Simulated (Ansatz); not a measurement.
## What C → Be does to TiC

The parent structure is TiC in the rock salt structure (space group Fm-3m, No. 225; a = 4.293 Å).

Now apply this change: full substitution C → Be, then cell and atoms are relaxed.

Level of theory: DFT with PBEsol, PAW potentials and a 420 eV plane-wave cutoff in Ansatz (a program for electronic structure), spin-orbit coupling left out. Settings: 17×17×17 k-points, 0.05 eV Fermi–Dirac smearing, for the changed cell.

The volume per atom increases by 3.73 Å³, from 9.89 Å³ to 13.62 Å³ and the density decreases by 1.56 g/cm³ to 3.47 g/cm³. The lattice parameter a grows by 0.4834 Å to 4.777 Å and the space group remains Fm-3m (No. 225). The shortest interatomic distance increases by 0.2417 Å, from 2.147 Å to 2.388 Å and the band gap is still zero.

Whether these cells are dynamically stable was not tested. As relaxed here, TiBe is a hypothetical phase, not in the database extracts checked. All final runs are without spin polarisation. TiBe has a high density of states at the Fermi level and may be magnetic at this level.
